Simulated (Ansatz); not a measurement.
**Mo5SiB2: biaxial strain +0.62 %, plane normal [001], relaxed out of plane**

Consider Mo₅SiB₂ (space group I4/mcm, No. 140; a = 5.998 Å, c = 11.021 Å). Axes: x, y, z lie along a, b, c of the conventional cell.

Modification: biaxial strain +0.62 %, plane normal [001], relaxed out of plane (Cartesian); in-plane vectors clamped, the third vector and the atoms free.

Computed with Kohn–Sham DFT with the PBEsol functional, run in Ansatz (a quantum-chemistry and plane-wave program) with PAW and 420 eV plane waves, no spin-orbit coupling. Γ-centred 9×9×9 mesh, Fermi–Dirac width 0.05 eV.

- Volume per atom = 12.47 Å³ (base 12.39 Å³)
- Space group = I4/mcm (No. 140) (base I4/mcm (No. 140))
- Energy relative to the base (free energy F) = +1.3 meV/atom
- Pressure (mean of the normal stresses, compression positive) = -1.9 GPa (base 0.0 GPa)
- Band gap = zero (base zero)
- Out-of-plane strain = -0.62 % (rough)
- Mean in-plane stress (compression positive) = -2.8 GPa (rough)

Final structure (turned so that z lies along the plane normal):

```
CELL_PARAMETERS angstrom
      6.03532     0.00000     0.00000
      0.00000     6.03532     0.00000
      3.01766    -3.01766     5.47639
ATOMIC_POSITIONS crystal
  Si 0.25000 0.75000 0.50000
  Si 0.75000 0.25000 0.50000
  B  0.37697 0.12303 0.00000
  B  0.62303 0.87697 0.00000
  B  0.87697 0.37697 0.00000
  B  0.12303 0.62303 0.00000
  Mo 0.00000 0.00000 0.00000
  Mo 0.50000 0.50000 0.00000
  Mo 0.52395 0.30289 0.27894
  Mo 0.47605 0.69711 0.72106
  Mo 0.69711 0.80289 0.27894
  Mo 0.30289 0.19711 0.72106
  Mo 0.19711 0.97605 0.27894
  Mo 0.80289 0.02395 0.72106
  Mo 0.02395 0.47605 0.27894
  Mo 0.97605 0.52395 0.72106
```

Without a gap, meshes like the base's 9×9×9 leave anisotropic stresses uncertain by several tenths of a GPa, and small strain energies with them. Whether these cells are dynamically stable was not tested. All final runs are without spin polarisation.
